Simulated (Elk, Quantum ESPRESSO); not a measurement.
**Equation of state of hcp Ru (space group 194): energy against volume (Elk, LDA)**

```
CELL_PARAMETERS angstrom
      2.60460     0.00000     0.00000
     -1.30230     2.25565     0.00000
      0.00000     0.00000     4.11354
ATOMIC_POSITIONS crystal
  Ru 0.66667 0.33333 0.75000
  Ru 0.33333 0.66667 0.25000
```

Method of the run: LDA (PW92), all-electron FP-LAPW, Elk's shipped species files, default APW+lo basis (Elk 10.2.4). Settings: xctype = 3; rgkmax = 7.98; stype = 3; swidth = 0.00183747 Ha; ngridk = 25 25 14; rmtscf = 0.87; sphere radii = {Ru: 2.262} bohr. The cell above is the first row's. The rows scale it uniformly. In all rows fractional positions and the k mesh are held. E is the free energy at the stated smearing, counted from the lowest row.

```
V (Å^3/atom)  E (meV/atom)
------------  ------------
12.084              120.50
12.346               65.61
12.609               28.70
12.872                7.18
13.134                0.00
13.397                4.81
13.660               20.95
13.922               46.60
14.185                   ?
```

The 8 complete rows are fitted with the third-order Birch-Murnaghan form, a cubic in V^(-2/3), E against V. With u = V^(-2/3) - 0.181, the rows have u = 0.008901, 0.006204, 0.003592, 0.001069, -0.001360, -0.003719, -0.006002, -0.008205. Least squares gives E = 2.431 + 3335.79·u + 1087701·u² + 3068675·u³. Residuals (row less fit): 0.037, -0.114, 0.111, -0.064, 0.102, -0.101, 0.021, 0.008; standard error 0.114 (degrees of freedom: 4). Its minimum lies at u = -0.001543, so V0 = (0.179457)^(-3/2) = 13.15. There d²E/du² = 2147000 and d³E/du³ = 1.841e7, so B0 = (4/9) × 13.15^(-7/3) × 2147000 × 0.160218 = 374 GPa (the last factor turns the table's units into GPa), and B0' = 4 + (2/3) × 0.179457 × (1.841e7)/2147000 = 5.0.

### Question
What does the fit predict for E at V = 14.185, and how far is the calculated value from it?

### Answer
u = -0.010347, so E = 2.431 + 3335.79 × (-0.010347) + 1087701 × (-0.010347)² + 3068675 × (-0.010347)³ = 80.966 meV/atom. The calculation gives 81.16 meV/atom, 0.194 meV/atom above the prediction (0.2 % of the range of E in the table). The row lies outside the fitted rows, so this is an extrapolation. From the scatter of the fitted rows alone, a prediction at this place has a standard error of 0.276 meV/atom, so the miss is 0.7 times that.

Carrying the step between the two nearest rows on in a straight line would have given 72.35, off by 8.81; series whose last step already gives the withheld value aren't shown. The scan was laid around a cell of about the measured size, scaled by a guess for this functional; axis ratios and inner coordinates come from that cell. The runs keep the symmetry of the cell, so they don't test it for distortions. A plane-wave scan with the same functional (Quantum ESPRESSO, GBRV) gives V0 = 13.09 Å^3/atom and B0 = 367 GPa; a Birch-Murnaghan fit to all rows here lies 0.5 % from it in V0 and 2 % in B0; the two differ in basis, and may differ in potentials and mesh. Spin polarisation is off. Values depend on the basis (sphere radii, cutoffs, local orbitals), which need not be converged. The shape of the cell and the inner coordinates aren't relaxed, so V0 and B0 belong to this uniform scaling; a relaxed crystal lies no higher in energy and is usually softer. Sphere radii are the same in all rows. Cutoffs and mesh are single choices, not tested for convergence of this quantity. Series with a scatter that would blur these digits, or in which a gap closes, are not shown. Nor are scans whose minimum lies at an end fitted in this form.
